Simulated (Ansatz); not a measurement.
The parent structure is FeNi3 in the Cu3Au type structure (space group Pm-3m, No. 221; a = 3.514 Å; ferromagnetic; relaxed with 0.1 eV smearing). Axes: x, y, z lie along the cube axes.

Calculations: Kohn–Sham DFT with the r2SCAN functional, run in Ansatz (an electronic-structure program) with PAW and 500 eV plane waves, no SOC.

Base values:

```
Quantity               Result
-------------------  --------
Volume per atom      10.85 Å³
Largest site moment   3.18 μB
```

Now apply this change: tensile biaxial strain of 1.22 % in the plane normal to [111], as in epitaxy on a mismatched substrate; the out-of-plane cell vector and the atoms relax.

Task: Estimate the effect on the volume per atom, in-plane stress and largest site moment.

Result: The volume per atom rises by 0.19 Å³ to 11.04 Å³; the mean in-plane stress (compression positive) amounts to -5.2 GPa; the largest site moment hardly moves (3.18 μB against 3.20 μB).

The magnetic state is the one reached from the starting moments; the real material's order can differ, and small cells can't hold many antiferromagnetic ones. Stability against distortions was not tested.
